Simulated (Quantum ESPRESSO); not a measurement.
**Cost against accuracy: K_POINTS for SiO2 (Pmma, 36 atoms in the cell)**

Cell: a = 9.8464 Å, b = 7.5974 Å, c = 9.5066 Å, α = 90.00°, β = 90.00°, γ = 90.00°.

Computed with LDA (PZ), GBRV 1.5 ultrasoft (LDA) pseudopotentials (plane waves; Quantum ESPRESSO 7.5).

Base settings: ecutwfc = 40 Ry; ecutrho = 200 Ry; occupations = fixed; potentials = {Si: si_lda_v1.uspp.F.UPF, O: o_lda_v1.2.uspp.F.UPF}; K_POINTS = automatic 2 2 2 0 0 0; nbnd = 100; conv_thr = 1e-11 Ry; mixing_beta = 0.4.

Misses are taken against the tightest run, automatic 3 3 3 0 0 0, which need not be fully converged itself. The energy is the free energy per atom.

The count of work is k-points × plane waves × bands × iterations; it is no time, and leaves out set-up, grids and terms that scale otherwise. Core times come from one kind of shared machine and are given to one figure; runs under 30 s give none.

The starting cell comes from a database of computed structures (which also holds hypothetical and non-ambient phases and stackings), without a prior relaxation at this level. Its lattice was rescaled by a random factor within 2.5 % of one. In the base run, with a pressure of about -3 GPa the cell is away from its equilibrium volume at this level.

The runs (K_POINTS): automatic 1 1 1 0 0 0 | automatic 1 2 1 0 0 0 | automatic 2 2 2 0 0 0 | automatic 3 3 3 0 0 0.

Q: Which is the coarsest setting among those run that, with all tighter ones, holds the energy within 2 meV/atom of the reference, and what does it save?

A: automatic 1 2 1 0 0 0, off by 0.30 meV/atom; it needs 0.23 of the reference's count of work and about 0.4 of the reference's time.

| K_POINTS | energy less reference (meV/atom) | largest difference in the force on any atom (eV/Å) | count of work / reference | core time / reference (rough) |
|---|---|---|---|---|
| automatic 1 1 1 0 0 0 | 3.08 | 0.130 | 0.12 | 0.3 |
| automatic 1 2 1 0 0 0 | 0.30 | 0.015 | 0.23 | 0.4 |
| automatic 2 2 2 0 0 0 | 0.03 | 0.000 | 1.0 | 0.9 |
| automatic 3 3 3 0 0 0 | 0.00 | 0.000 | 1.0 | 1 |
